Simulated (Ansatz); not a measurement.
PbS (Cmcm, No. 63, 4 atoms in the cell; start mp-1018115; high-pressure phase), treated with r²SCAN+rVV10 (plane waves, PAW; Ansatz, a program for electronic structure).

Settings: plane-wave cutoff 560 eV, 8×8×8 k mesh, Fermi–Dirac smearing 0.01 eV, scalar-relativistic PAW data made under PBE.

Cell (relaxed at this level):

```
CELL_PARAMETERS angstrom
      2.06481    -5.86772     0.00000
      2.06481     5.86772     0.00000
      0.00000     0.00000     4.26042
ATOMIC_POSITIONS crystal
  Pb 0.87236 0.12764 0.75000
  Pb 0.12764 0.87236 0.25000
  S  0.64373 0.35627 0.75000
  S  0.35627 0.64373 0.25000
```

Q: Give the computed band gap, smallest direct gap on the k points sampled and Γ–Γ gap.

A: 
- band gap = 1.33 eV
- smallest direct gap on the k points sampled = 1.46 eV
- Γ–Γ gap = 5.61 eV

Spin–orbit coupling is not included; with these elements it can move the gap by several tenths of an eV or more.

Computed values are for the static lattice.

Computing time: very roughly 30 core-seconds.

A start named mp-… is a Materials Project structure, which need not be a measured phase.
